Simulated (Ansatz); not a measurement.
The reference is GaAs in the zinc blende structure (space group F-43m, No. 216; a = 5.6656 Å).

Levels (all Ansatz, a program for electronic structure, PAW, earlier PAW set): r2SCAN (500 eV, no SOC); HSE06 (420 eV, no spin-orbit coupling).

The geometry is relaxed with r2SCAN.

| Property | Value |
|---|---|
| r2SCAN lowest conduction level above the VBM at special points | Γ 0.97 eV; L 1.36 eV; X 1.78 eV |

With HSE06 at the same geometry, the lowest conduction level above the VBM at special points becomes Γ 1.37 eV; L 1.74 eV; X 2.07 eV (r2SCAN: Γ 0.97 eV; L 1.36 eV; X 1.78 eV).

Single points use the geometry relaxed with r2SCAN. The levels and masses belong to the bands next to the band gap. Whether these cells are dynamically stable was not tested.
